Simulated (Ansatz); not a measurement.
This concerns the energy of the reaction as written. Reaction: 2 cell B → cell A. The sign is products less reactants.

Cell A: a sheet of composition Al2, 2 atoms, hexagonal cell of 2.75 Å (6.5 Å²), symmetry P-3m1, 2.5 Å thick under 14 Å of vacuum, in-plane vectors relaxed; planes from bottom to top: Al × 2; a model cell; spin state with PBE: run without spin, k-point mesh 18×18×1.
```
CELL_PARAMETERS angstrom
      2.74598     0.00000     0.00000
     -1.37299     2.37809     0.00000
      0.00000     0.00000    16.90209
ATOMIC_POSITIONS crystal
  Al 0.33333 0.66667 0.57289
  Al 0.66667 0.33333 0.42711
```

Cell B: a sheet of composition Al, 1 atom, hexagonal cell of 2.68 Å (6.2 Å²), symmetry P6/mmm, 0.0 Å thick under 16 Å of vacuum, in-plane vectors relaxed; planes from bottom to top: Al; a model cell; spin state with PBE: run without spin, k-point mesh 30×30×1.
```yaml
crystal:
  lattice:
    - [2.68401, 0.00000, 0.00000]
    - [-1.34200, 2.32442, 0.00000]
    - [0.00000, 0.00000, 16.00000]
  atoms:
    - { symbol: Al, position: [0.00000, 0.00000, 0.50000] }
```

Plane-wave PAW calculations with Ansatz (a first-principles code), its default PAW set, cutoff 420 eV, 500 eV for r2SCAN. The structures are at rest with PBE; other levels are single points on them. Neutral cells; Fermi-Dirac smearing of at most 0.10 eV in the solids, energies taken to zero width. The lattices are those relaxed with PBE, so at other levels the solids can be strained, which adds to the spread. A dispersion term (D3(BJ), or D4 for r2SCAN) was computed beside these levels and is taken off wherever the name lacks it. Static lattices, no vibrational contributions. The cells' k-point meshes differ in density, so the last digit is unsettled. Cell A has symmetry P-3m1 and got no random move, so less symmetric positions, which may lie lower, weren't tried. Cell B has symmetry P6/mmm and got no random move, so less symmetric positions, which may lie lower, weren't tried.

Problem. Predict the value from PBE.

Solution. -0.75 eV, for 2 cell B → cell A.

Problem. What do the other levels give, and how wide is the spread?

Solution. 
```
Method  value (eV)  less PBE
------  ----------  --------
r2SCAN       -0.80     -0.05
```

The levels span only 0.05 eV, too little to tell them apart.
